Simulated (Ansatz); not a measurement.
Consider the following.

End structure of a 2x2 cell of the 1x1 (0001) surface of hcp Sc, relaxed from a rattled start:

```yaml
crystal:
  lattice:
    - [6.63969, 0.00000, 0.00000]
    - [-3.31984, 5.75014, 0.00000]
    - [0.00000, 0.00000, 27.00000]
  atoms:
    - { symbol: Sc, position: [0.33333, 0.16667, 0.35876] }
    - { symbol: Sc, position: [0.33333, 0.66667, 0.35876] }
    - { symbol: Sc, position: [0.83333, 0.16667, 0.35876] }
    - { symbol: Sc, position: [0.83333, 0.66667, 0.35876] }
    - { symbol: Sc, position: [0.16667, 0.33333, 0.45150] }
    - { symbol: Sc, position: [0.16667, 0.83333, 0.45150] }
    - { symbol: Sc, position: [0.66667, 0.33333, 0.45150] }
    - { symbol: Sc, position: [0.66667, 0.83333, 0.45150] }
    - { symbol: Sc, position: [0.33308, 0.16598, 0.54860] }
    - { symbol: Sc, position: [0.33289, 0.66600, 0.54851] }
    - { symbol: Sc, position: [0.83312, 0.16629, 0.54854] }
    - { symbol: Sc, position: [0.83309, 0.66630, 0.54856] }
    - { symbol: Sc, position: [0.16606, 0.33219, 0.64128] }
    - { symbol: Sc, position: [0.16615, 0.83245, 0.64125] }
    - { symbol: Sc, position: [0.66684, 0.33290, 0.64131] }
    - { symbol: Sc, position: [0.66648, 0.83312, 0.64118] }
```

Set-up: 16 atoms, 7.6 Å thick at the start (thin: gaps and levels are the slab's own); mesh 5x5x1; 0.1 eV smearing; dipole correction on; 8 atoms held, the rest relaxed; no symmetry held; no spin, no spin-orbit, no U.

Q: Estimate the work function of the top face that PBE (Ansatz, a program for electronic structure) returns for this input.

A: 3.58 eV
